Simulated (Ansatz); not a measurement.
Consider the following.

```yaml
crystal:
  lattice:
    - [4.00078, 0.00000, 0.00000]
    - [-2.00039, 3.46478, 0.00000]
    - [0.00000, 0.00000, 6.51729]
  atoms:
    - { symbol: Cd, position: [0.33333, 0.66667, 0.00044] }
    - { symbol: Cd, position: [0.66667, 0.33333, 0.50044] }
    - { symbol: S, position: [0.33333, 0.66667, 0.37656] }
    - { symbol: S, position: [0.66667, 0.33333, 0.87656] }
```

No spin polarisation.

All numbers come from LDA in Ansatz (plane waves to 420 eV, PAW, scalar-relativistic without spin-orbit coupling). Settings: 9×9×5 k-points, 0.05 eV Fermi–Dirac smearing.

Q: Predict the electron mass, gap character and band gap.

A: 
- Electron mass = 0.12 mₑ along c, 0.12 mₑ across (at Γ)
- Gap character = direct at Γ
- Band gap = 1.15 eV

The cells carry an imposed strain or load. Effective masses come from finite differences of ±0.01 Å⁻¹. No phonon test of stability was made. The cell was made from CdS in the wurtzite structure (space group P6_3mc, No. 186) by this change: isotropic strain −1.80 %.

Ansatz is a program for electronic structure.
